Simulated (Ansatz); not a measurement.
Reference: ZnSnO3 (R3c), PBEsol, rigid bands (plane waves, PAW, scalar-relativistic; Ansatz, a program for electronic structure); axes and stresses refer to this cell.

```
SnZnO3
1.0
    2.63907     1.52367     4.67034
   -2.63907     1.52367     4.67034
    0.00000    -3.04733     4.67034
Zn Sn O
2 2 6
Cartesian
  0.00000   0.00000   3.98743
  0.00000   0.00000  10.99294
  0.00000   0.00000   0.03116
  0.00000   0.00000   7.03667
  1.80430  -0.16066   7.99457
 -0.76302   1.64290   7.99457
 -1.04128  -1.48224   7.99457
 -1.59778   0.04143   5.65940
  0.83477   1.36301   5.65940
  0.76302  -1.40444   5.65940
```

The hole mass along z is 6.1 mₑ and the hole conductivity mass is 3.4 mₑ. The band gap is 1.25 eV.

Change: functional PBE, cell relaxed with it. What happens to hole mass along z, hole conductivity mass, band gap?

hole mass along z moves little, to 6.3 mₑ; hole conductivity mass grows to 3.6 mₑ; band gap decreases to 1.10 eV.

Masses are for dilute carriers at 300 K, harmonic means over directions unless an axis is named. Spin-orbit coupling is left out unless a row names it. 

Computed structure with no diffraction record at hand here (it may be known, metastable or hypothetical): ZnSnO3 (R3c).
